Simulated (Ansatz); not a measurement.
# PBE against PBEsol: hypothetical P6_422 BP

Consider BP (space group P6_422, No. 181; a = 3.2789 Å, c = 6.9954 Å; a hypothetical phase, not in the database extracts checked).

(Cell as relaxed with PBE.)

Levels (all Ansatz, a program for electronic structure, PAW): PBE (420 eV, no spin-orbit coupling); PBEsol (420 eV, scalar-relativistic without spin-orbit coupling).

Each level relaxes its own structure.

| quantity | PBE | PBEsol |
|---|---|---|
| volume per atom | 10.86 Å³ | ? |
| lattice parameter a | 3.279 Å | ? |
| lattice parameter c | 6.995 Å | ? |
| band gap | zero | ? |

What does PBEsol give?


- volume per atom, PBEsol: 10.64 Å³
- lattice parameter a, PBEsol: 3.260 Å
- lattice parameter c, PBEsol: 6.940 Å
- band gap, PBEsol: zero

PBE's volume per atom lies 0.211 Å³ above PBEsol's (2.0 %); PBE's lattice parameter a lies 0.019 Å above PBEsol's (0.6 %); PBE's lattice parameter c lies 0.055 Å above PBEsol's (0.8 %); the two agree on the band gap. Neither level is exact; PBEsol is the comparison here, not a measurement.

Whether these cells are dynamically stable was not tested. The base started in P3_121 and relaxed to P6_422 at this level. All final runs are without spin polarisation. Gaps under 0.05 eV, about the width of the smearing, are given as zero. The zero or small gap of BP can change with the level of theory.
